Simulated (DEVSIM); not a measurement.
Structure: GaAs n-i-p diode, at 300 K.

| layer (left to right) | material | thickness (μm) | Nd (cm⁻³) | Na (cm⁻³) | τn (s) | τp (s) |
|---|---|---|---|---|---|---|
| 1 | GaAs | 0.300 | 1.2e17 | - | 2.8e-9 | 2.8e-9 |
| 2 | GaAs | 4.40 | - | 9.9e12 | 2.8e-9 | 2.8e-9 |
| 3 | GaAs | 0.850 | - | 5.3e17 | 2.8e-9 | 2.8e-9 |

Left contact: ohmic. Right contact: ohmic. Voltage is applied to the left contact. Recombination: SRH at mid-gap, Auger. Mobility is μmin + (μ − μmin)/(1 + (N/Nref)^α).

This is a model device: material constants are rounded textbook-type values typed into the input, and sizes, dopings and lifetimes were drawn at random. Values at 300 K.

```csv
parameter,GaAs
gap (eV),1.424
affinity (eV),4.07
permittivity,12.9
Nc (cm⁻³),4.7e17
Nv (cm⁻³),9e18
μn (cm²/Vs),8500
μp (cm²/Vs),400
"μn,min",500
"μp,min",20
"Nref,n",6e16
"Nref,p",1.5e17
αn,0.39
αp,0.38
Cn (cm⁶/s),1e-30
Cp (cm⁶/s),1e-30
```

DEVSIM, 1D drift-diffusion, Boltzmann statistics, complete ionisation; no tunnelling, impact ionisation, image-force lowering or self-heating.

Base results: potential step across the device at zero bias (V) 1.315; dark forward voltage at 1 A/cm² (V) 0.923; dark forward voltage at 100 A/cm² (V) 1.147.

Task: What follows from this one change: doping Nd of layer 1 1.2e+17 → 3.6e+15 cm^-3?

Result: potential step across the device at zero bias 1.315 → 1.225 V; dark forward voltage at 1 A/cm² little changed (0.920 V); dark forward voltage at 100 A/cm² 1.147 → 1.143 V.

Task: What follows from this one change: doping Na of layer 2 9.9e+12 → 3e+14 cm^-3?

Result: potential step across the device at zero bias little changed (1.315 V); dark forward voltage at 1 A/cm² 0.923 → 0.933 V; dark forward voltage at 100 A/cm² little changed (1.148 V).

Task: What follows from this one change: thickness of layer 2 4.4 → 1.5 μm?

Result: potential step across the device at zero bias little changed (1.315 V); dark forward voltage at 1 A/cm² 0.923 → 0.969 V; dark forward voltage at 100 A/cm² 1.147 → 1.155 V.

Task: What follows from this one change: minority lifetime in layer 2 2.8e-09 → 8.4e-09 s?

Result: potential step across the device at zero bias little changed (1.315 V); dark forward voltage at 1 A/cm² 0.923 → 0.950 V; dark forward voltage at 100 A/cm² 1.147 → 1.158 V.

Task: What follows from this one change: constant mobility in place of the doping-dependent one?

Result: potential step across the device at zero bias little changed (1.315 V); dark forward voltage at 1 A/cm² little changed (0.922 V); dark forward voltage at 100 A/cm² 1.147 → 1.134 V.
